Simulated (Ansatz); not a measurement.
SiC under load (space group P6_3mc), r2SCAN with spin-orbit coupling, rigid bands run with Ansatz (an electronic-structure program). Condition of this run: hydrostatic pressure of 20 GPa (compression positive) (the target of the relaxation). Band gap 2.53 eV, N_c = 1.03e19 cm⁻³ and N_v = 7.17e19 cm⁻³ at 300 K, conductivity masses along z (a = (3.00, 0.00, 0.00) Å; b = (-1.50, 2.60, 0.00) Å; c = (0.00, 0.00, 4.92) Å) of 0.254 mₑ (electrons) and 1.47 mₑ (holes). Take k_BT = 0.02585 eV.

Problem. A film of it is 2 nm thick, with its normal along the direction named. Estimate the confinement energies in an infinite well.

Solution. ħ²π²/(2m t²) = 0.376 eV·nm²/(m/mₑ × t²) gives 370 meV for electrons and 64.0 meV for holes, so the gap would widen to about 2.96 eV. Finite barriers and nonparabolic bands lower this, and with several valleys or bands the heaviest mass along the normal sets the lowest level, not this average.

Problem. What thermal injection velocity √(2k_BT/πm) limits a ballistic channel along the direction named?

Solution. 1.07e7 cm/s for electrons and 4.44e6 cm/s for holes, a ratio of √(m_h/m_e) = 2.41, for dilute carriers.

Problem. Find the intrinsic carrier density and the intrinsic Fermi level.

Solution. n_i = √(N_c N_v) exp(−E_g/2k_BT) = 2.72e19 × exp(−48.93) = 1.5e-2 cm⁻³. The level lies (k_BT/2) ln(N_v/N_c) = 25 meV from mid-gap (positive towards the conduction band). Each 0.1 eV added to the gap lowers n_i by a factor of 6.9.

Rigid bands with the computed gap; masses take one relaxation time for all states. Geometry: cell and atoms relaxed with PBEsol.
